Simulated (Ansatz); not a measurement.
Sn under a change: tensor shear ε_xy = +1.71 %

The parent structure is Sn in the diamond structure (space group Fd-3m, No. 227; a = 6.474 Å; relaxed with 0.1 eV smearing). Axes: x, y, z lie along the cube axes.

Perturbation: tensor shear ε_xy = +1.71 % (engineering shear γ = 0.0342); the atoms relax in the strained cell.

Computed with LDA (Ansatz, a first-principles code, PAW, no spin-orbit coupling). k-mesh 16×16×16 (Γ-centred); smearing 0.1 eV (Fermi–Dirac).

```csv
quantity,base,changed,shift
volume per atom,33.93 Å³,33.92 Å³,-0.01 Å³
shortest interatomic distance,2.804 Å,2.794 Å,-0.0092 Å
energy relative to the base (free energy F),0 meV/atom,+3.6 meV/atom,+3.6 meV/atom
"pressure (mean of the normal stresses, compression positive)",0.0 GPa,0.0 GPa,0.0 GPa
band gap,zero,zero,–
"stress (xx, yy, zz, yz, xz, xy; compression positive)",–,"(0.0, 0.0, 0.0, 0.0, 0.0, -1.0) GPa",–
```

Whether these cells are dynamically stable was not tested.
